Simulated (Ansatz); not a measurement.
The reference is Sn in the diamond structure (space group Fd-3m, No. 227; relaxed with 0.1 eV smearing).

```
CELL_PARAMETERS angstrom
      0.00000     3.27009     3.27009
      3.27009     0.00000     3.27009
      3.27009     3.27009     0.00000
ATOMIC_POSITIONS crystal
  Sn 0.00000 0.00000 0.00000
  Sn 0.25000 0.25000 0.25000
```

Cartesian axes are those of the cell as printed.

The values are results of PBEsol (Ansatz, a program for electronic structure, PAW, scalar-relativistic without spin-orbit coupling), not measurements.

For the base:

* **Shortest interatomic distance**: 2.832 Å

One thing is altered: biaxial strain −1.25 %, plane normal [111], relaxed out of plane (Cartesian); in-plane vectors clamped, the third vector and the atoms free.

**Question.** How does this affect the out-of-plane strain?

**Answer.** The out-of-plane strain comes out as +0.78 %.

**Question.** How does this affect the shortest interatomic distance?

**Answer.** The shortest interatomic distance shrinks by 0.020 Å, from 2.832 Å to 2.812 Å.

**Question.** Estimate the effect on the in-plane stress.

**Answer.** The mean in-plane stress (compression positive) comes out as +1.1 GPa.

Whether these cells are dynamically stable was not tested.
